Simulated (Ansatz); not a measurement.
**BeTe, response to strain**

Consider BeTe in the zinc blende structure (space group F-43m, No. 216; a = 5.657 Å).

Strains are applied to the cell and any free atomic positions relax.

Method: r2SCAN/PAW in Ansatz (an electronic-structure program), spin-orbit coupling left out.

Candidates:
(a) isotropic strain −0.50 %
(b) isotropic strain −3.00 %
(c) isotropic strain −1.00 %
(d) isotropic strain −2.00 %
(e) isotropic strain −2.50 %

Base values:

```
Quantity   Result
--------  -------
Band gap  2.37 eV
```

Order them by band gap, lowest first.

(b) isotropic strain −3.00 % (2.14 eV), (e) isotropic strain −2.50 % (2.18 eV), (d) isotropic strain −2.00 % (2.22 eV), (c) isotropic strain −1.00 % (2.30 eV), (a) isotropic strain −0.50 % (2.34 eV)

Spin-orbit coupling, missing from the scalar runs, can matter with Te. Whether these cells are dynamically stable was not tested.
